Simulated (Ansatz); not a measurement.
Here is the system:

```yaml
crystal:
  lattice:
    - [3.56964, 0.00000, 0.00000]
    - [-1.78482, 3.09140, 0.00000]
    - [0.00000, 0.00000, 5.70994]
  atoms:
    - { symbol: Hf, position: [0.00000, 0.00000, 0.00000] }
    - { symbol: S, position: [0.33333, 0.66667, 0.25737] }
    - { symbol: S, position: [0.66667, 0.33333, 0.74263] }
```

No spin polarisation.

The values are results of DFT with PBE-D3(BJ), PAW potentials and a 420 eV plane-wave cutoff in Ansatz (a quantum-chemistry and plane-wave program), spin-orbit coupling left out, not measurements. Γ-centred 11×11×6 mesh, Fermi–Dirac width 0.05 eV.

### Question
Predict the space group, band gap, pressure and valence-band top at Γ.

### Answer
The space group comes out as P-3m1 (No. 164), the band gap is 0.71 eV and the pressure (mean of the normal stresses, compression positive) is 1.48 GPa. The valence-band top at Γ (three highest levels, from the VBM) is 0.00, -0.17, -0.17 eV.

Spin-orbit coupling, missing from the scalar runs, can matter with Hf. The cells carry an imposed strain or load. Whether these cells are dynamically stable was not tested. The cell was made from HfS$_{2}$ in the CdI2 type structure (space group P-3m1, No. 164; layered, stacked along the Cartesian z axis) by this change: isotropic strain −1.00 %.
